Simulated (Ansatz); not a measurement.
The reference is KI in the CsCl type structure (space group Pm-3m, No. 221; a = 4.292 Å; a model cell, its experimental status unchecked).

The values are results of r2SCAN (Ansatz, a quantum-chemistry and plane-wave program, PAW, no spin-orbit coupling), not measurements.

Before the change:

| Property | Result |
|---|---|
| Electron mass | 0.30 mₑ (at Γ) |
| Valley order | Γ 4.04 eV; M along ⟨110⟩ 4.45 eV |

It is then changed as follows: an isotropic linear strain of +5.38 %, atoms relaxed at fixed cell.

**Question.** Predict the new energy relative to the base.

**Answer.** The energy grows by 38 meV/atom.

**Question.** What happens to the electron mass?

**Answer.** The electron mass changes from 0.30 mₑ (at Γ) to 0.33 mₑ (at Γ).

**Question.** Estimate the effect on the valley order.

**Answer.** The valley order (the lowest conduction-band minima on the path, energy above the VBM, named in the base's zone) changes from Γ 4.04 eV; M along ⟨110⟩ 4.45 eV to Γ 3.65 eV; M along ⟨110⟩ 4.55 eV.

With I present, leaving out spin-orbit coupling can change the band edges. The levels and masses belong to the bands next to the band gap. Effective masses come from finite differences of ±0.01 Å⁻¹. Stability against distortions was not tested. This is not the structure that KI has at room temperature and ambient pressure.
